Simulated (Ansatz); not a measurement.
Where the default PAW files enter, the runs use the earlier of Ansatz's two default sets.

Consider the following.

```
CELL_PARAMETERS angstrom
      3.55802     0.00000     0.00000
      0.00000     3.55802     0.00000
      0.00000     0.00000     5.01670
ATOMIC_POSITIONS crystal
  Hf 0.50000 0.50000 0.50000
  Hf 0.00000 0.00000 0.00000
  O  0.00000 0.50000 0.69721
  O  0.00000 0.50000 0.19721
  O  0.50000 0.00000 0.80279
  O  0.50000 0.00000 0.30279
```

Space group of this cell: P4_2/nmc. The cell is strained (lengths along the current scaled by 0.97, ions clamped); by r2SCAN its mean pressure is 12.5 GPa.

Transport runs along the normal of the first two printed cell vectors, the (001) (indices of the unstrained crystal) plane of the conventional cell.

The gap is the functional's own. No spin-orbit coupling. Mid-gap values are interpolated on the energy grid.

Problem. Estimate the band gap and the smallest decay constant κ at mid-gap that r2SCAN (Ansatz, a quantum-chemistry and plane-wave program) returns for this system.

Solution. Gap 5.06 eV on a 8×8×6 mesh; κ = 0.377 1/Å, at the zone centre.
